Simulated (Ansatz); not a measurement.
The starting structures come from a database of crystals and need not be the phases stable at ambient conditions.

Inside the gap of an insulator the Bloch states are evanescent, with a wavenumber k + iκ along the transport direction.

Consider the following.

```
Be2C
1.0
    3.05789     0.00000     0.00000
    0.00000     4.32451     0.00000
    1.52895     2.16226     1.52895
Be C
2 1
Cartesian
  1.52895   3.24338   0.00000
  1.52895   1.08113   0.00000
  0.00000   0.00000   0.00000
```

Space group of this cell: Fm-3m. The cell is taken as given; by PBEsol its mean pressure is -1.9 GPa.

Transport runs along the normal of the first two printed cell vectors, the (110) plane of the conventional cell.

The gap is the functional's own, uncorrected, and κ follows it; spin-orbit coupling is left out. Mid-gap values are interpolated between the computed energies.

Predict the band gap and the smallest decay constant κ at mid-gap from PBEsol in Ansatz (a quantum-chemistry and plane-wave program).

Gap 1.07 eV on a 20×20×20 mesh; κ = 0.143 1/Å, at the zone centre.
